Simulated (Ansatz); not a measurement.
## Effect of uniaxial stress, 2 GPa compression along z on Cs

The reference is Cs in the bcc (W type) structure (space group Im-3m, No. 229; a = 6.2752 Å). Axes: x, y, z lie along the cube axes.

One thing is altered: uniaxial stress, 2 GPa compression along z, with the cell and atoms free to relax against it.

The values are results of r2SCAN (Ansatz, an electronic-structure program), spin-orbit coupling left out, not measurements. Γ-centred 11×11×11 mesh, Fermi–Dirac width 0.05 eV.

```csv
quantity,base,changed,shift
volume per atom,123.55 Å³,98.61 Å³,-24.945 Å³
space group,Im-3m (No. 229),I4/mmm (No. 139),–
energy relative to the base (free energy F),0 meV/atom,+187 meV/atom,+187 meV/atom
band gap,zero,zero,–
"strain response (xx, yy, zz) (rough)",–,"(+10.80, +10.80, −34.99) %",–
```

Final structure:

```
Cs
1.0
   -3.47659     3.47659     2.03962
    3.47659    -3.47659     2.03962
    3.47659     3.47659    -2.03962
Cs
1
Direct
  0.00000   0.00000   0.00000
```

Cost of the whole job for the changed cell (relaxation, final SCF and bands): roughly 6 core-minutes.

Without a gap, meshes like the base's 11×11×11 leave anisotropic stresses uncertain by several tenths of a GPa, and small strain energies with them. Beyond what the load breaks, stability against distortions was not tested. All final runs are without spin polarisation. Under uniaxial stress, 2 GPa compression along z the cell changed shape so far that it is another structure.
